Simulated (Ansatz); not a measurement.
## CdSe: response to strain

Take CdSe in the zinc blende structure (space group F-43m, No. 216) as the base.

```
CELL_PARAMETERS angstrom
      0.00000     3.00374     3.00374
      3.00374     0.00000     3.00374
      3.00374     3.00374     0.00000
ATOMIC_POSITIONS crystal
  Cd 0.00000 0.00000 0.00000
  Se 0.25000 0.25000 0.25000
```

Cartesian axes are those of the cell as printed.

Strains are applied to the cell and any free atomic positions relax; under biaxial strain the out-of-plane vector relaxes too.

All numbers come from LDA, PAW, 420 eV (Ansatz, an electronic-structure program; no SOC).

Notes on the quantities. energy relative to the base: free energy F.

```tsv
case	energy relative to the base	electron mass	volume per atom	band gap
base	0 meV/atom	0.041 mₑ (at Γ)	27.10 Å³	0.41 eV
biaxial strain −3.00 %, plane normal [001], relaxed out of plane	+7.5 meV/atom	0.055 mₑ out of plane, 0.036 mₑ in plane (at Γ)	26.59 Å³	0.34 eV
biaxial strain −2.50 %, plane normal [001], relaxed out of plane	+5.1 meV/atom	0.053 mₑ out of plane, 0.037 mₑ in plane (at Γ)	26.69 Å³	0.35 eV
biaxial strain −1.00 %, plane normal [001], relaxed out of plane	+0.8 meV/atom	0.046 mₑ out of plane, 0.039 mₑ in plane (at Γ)	26.95 Å³	0.39 eV
biaxial strain −0.50 %, plane normal [001], relaxed out of plane	+0.2 meV/atom	0.043 mₑ out of plane, 0.040 mₑ in plane (at Γ)	27.03 Å³	0.40 eV
biaxial strain +1.00 %, plane normal [001], relaxed out of plane	+0.8 meV/atom	0.036 mₑ out of plane, 0.042 mₑ in plane (at Γ)	27.24 Å³	0.34 eV
biaxial strain +1.50 %, plane normal [001], relaxed out of plane	+1.7 meV/atom	0.033 mₑ out of plane, 0.042 mₑ in plane (at Γ)	27.29 Å³	0.31 eV
biaxial strain +2.00 %, plane normal [001], relaxed out of plane	+3.0 meV/atom	0.031 mₑ out of plane, 0.043 mₑ in plane (at Γ)	27.35 Å³	0.28 eV
biaxial strain +2.50 %, plane normal [001], relaxed out of plane	+4.6 meV/atom	–	27.40 Å³	0.26 eV
biaxial strain +3.00 %, plane normal [001], relaxed out of plane	+6.6 meV/atom	–	27.44 Å³	0.23 eV
```

Effective masses come from finite differences of ±0.01 Å⁻¹. Stability against distortions was not tested. A zero or small gap of CdSe under biaxial strain +2.00 %, plane normal [001], relaxed out of plane, CdSe under biaxial strain +2.50 %, plane normal [001], relaxed out of plane and CdSe under biaxial strain +3.00 %, plane normal [001], relaxed out of plane can be the functional's error rather than a property of the material.
